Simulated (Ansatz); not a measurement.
An Ansatz (a program for electronic structure) input (DFT with r2SCAN, PAW potentials and a 500 eV plane-wave cutoff in Ansatz, no spin-orbit coupling):

Ansatz 0.2 input:
```yaml
crystal:
  lattice:
    - [4.2589221425, 0, 0]
    - [0, 6.023025455, 0]
    - [0, 0, 27.7767664275]
  atoms:
    - { symbol: I, position: [0.75, 0.5, 0.2700098307] }
    - { symbol: Cu, position: [0.25, 0.25, 0.2700098307] }
    - { symbol: I, position: [1.25, 1, 0.3466732205] }
    - { symbol: Cu, position: [0.75, 0.75, 0.3466732205] }
    - { symbol: I, position: [1.75, 1.5, 0.4233366102] }
    - { symbol: Cu, position: [1.25, 1.25, 0.4233366102] }
    - { symbol: I, position: [2.25, 2, 0.5] }
    - { symbol: Cu, position: [1.75, 1.75, 0.5] }
    - { symbol: I, position: [2.75, 2.5, 0.5766633898] }
    - { symbol: Cu, position: [2.25, 2.25, 0.5766633898] }
    - { symbol: I, position: [3.25, 3, 0.6533267795] }
    - { symbol: Cu, position: [2.75, 2.75, 0.6533267795] }
    - { symbol: I, position: [3.75, 3.5, 0.7299901693] }
    - { symbol: Cu, position: [3.25, 3.25, 0.7299901693] }
basis: { ecutwfc: 500, ecutrho_ratio: 4, xc_grid: 4, fft_grid_basis: typed }
kpoints: { mp_grid: { grid: [8, 6, 1] } }
hamiltonian:
  xc: r2scan
  dispersion: none
  pseudopotentials: { kind: paw }
scf: { occupations: { method: fermi_dirac, width: 0.05 }, convergence: { dr2_threshold: 0.0000000014 } }
relax: { f_tol: 0.01, max_steps: 50 }
output: { forces: true, stress: true }
checkpoint: { write: state.ck, write_every: 1000 }
```

Q: Which symmetry and how many k-points will the program report, and about how many plane waves at Γ?

A: Space group Pmm2 (ITA 25) with 4 operations, k-points 20 of 48, and 18071 plane waves at Γ.

No phonon test of stability was made. The final runs are not spin-polarised. The cell was made from CuI in the zinc blende structure (space group F-43m, No. 216) by this change: a free-standing slab of 7 layers (14 atoms, 2 a layer) is cut normal to [110], with 15 Å of vacuum and the in-plane cell held at bulk.
